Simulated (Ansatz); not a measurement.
System: antifluorite K2S. Method: RPBE in Ansatz (plane waves, PAW).

Run with plane-wave cutoff 520 eV, 8×8×8 k mesh, Fermi–Dirac smearing 0.01 eV, scalar-relativistic PAW data made under PBE.

Computed at the level's own relaxed cell.

Predict the bulk modulus B0, band gap, smallest direct gap on the k points sampled and pressure derivative B′ of the bulk modulus.


* **bulk modulus B0**: 15.7 GPa
* **band gap**: 2.40 eV (indirect)
* **smallest direct gap on the k points sampled**: 2.53 eV
* **pressure derivative B′ of the bulk modulus**: 4.3

The computed numbers hold no vibrational or temperature effects.

The result took roughly 50 core-seconds.

Ansatz is a quantum-chemistry and plane-wave program.
